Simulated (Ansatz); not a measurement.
Base system: Ir in the fcc (Cu type) structure (space group Fm-3m, No. 225; relaxed with 0.1 eV smearing).

```xyz
1
Lattice="0.0000 1.9155 1.9155 1.9155 0.0000 1.9155 1.9155 1.9155 0.0000" Properties=species:S:1:pos:R:3 pbc="T T T"
Ir     0.0000     0.0000     0.0000
```

Cartesian axes are those of the cell as printed.

Computed with Ansatz (a program for electronic structure) PBEsol, no spin-orbit coupling.

Base values:

Pressure: 0.0 GPa
Shortest interatomic distance: 2.709 Å

Modification: the cell is compressed by 1.50 % along z with no lateral relaxation, atoms relaxed at fixed cell.

Q: What does the calculation give for the pressure after the change?

A: The pressure (mean of the normal stresses, compression positive) goes from zero to 6.1 GPa.

Q: What does the calculation give for the energy relative to the base after the change?

A: The energy grows by 6.6 meV/atom.

Q: What does the calculation give for the shortest interatomic distance after the change?

A: The shortest interatomic distance shrinks by 0.020 Å, from 2.709 Å to 2.689 Å.

The cells carry an imposed strain or load. Stability against distortions was not tested. All final runs are without spin polarisation.
